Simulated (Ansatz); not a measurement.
Results of RPBE in Ansatz (plane waves, PAW) for CsCl-type CuZn.

Run with plane-wave cutoff 520 eV, 18×18×18 k mesh, Fermi–Dirac smearing 0.05 eV, no spin polarisation, scalar-relativistic PAW data made under PBE.

Equation-of-state points:

```json
[
 {"V (Å³/atom)": "12.705", "E − E_lowest (meV/atom)": "17.41"},
 {"V (Å³/atom)": "12.975", "E − E_lowest (meV/atom)": "7.43"},
 {"V (Å³/atom)": "13.246", "E − E_lowest (meV/atom)": "1.79"},
 {"V (Å³/atom)": "13.516", "E − E_lowest (meV/atom)": "0.00"},
 {"V (Å³/atom)": "13.786", "E − E_lowest (meV/atom)": "1.61"},
 {"V (Å³/atom)": "14.057", "E − E_lowest (meV/atom)": "6.24"},
 {"V (Å³/atom)": "14.327", "E − E_lowest (meV/atom)": "13.53"}
]
```

Task: Fit the third-order Birch–Murnaghan equation and give B0 and B′.

Result: V0 = 13.518 Å³/atom, B0 = 101 GPa, B′ = 5.1 (fit to the energies at full precision).

Measured, for comparison: bulk modulus 116 GPa (temperature not stated, no zero-point or thermal correction; as tabulated in Nepal et al. (2020), arXiv:2007.11150); equilibrium volume per atom 12.93 Å³/atom (temperature not stated, no zero-point or thermal correction; as tabulated in First-Principles Study on the Electrical and Thermal Conductivities of Cu–Zn …). Computed (rounded) less measured: bulk modulus -13 %, equilibrium volume per atom +4.6 %.

The computed numbers hold no vibrational or temperature effects.

The result took very roughly 70 core-seconds.

Ansatz is an electronic-structure program.
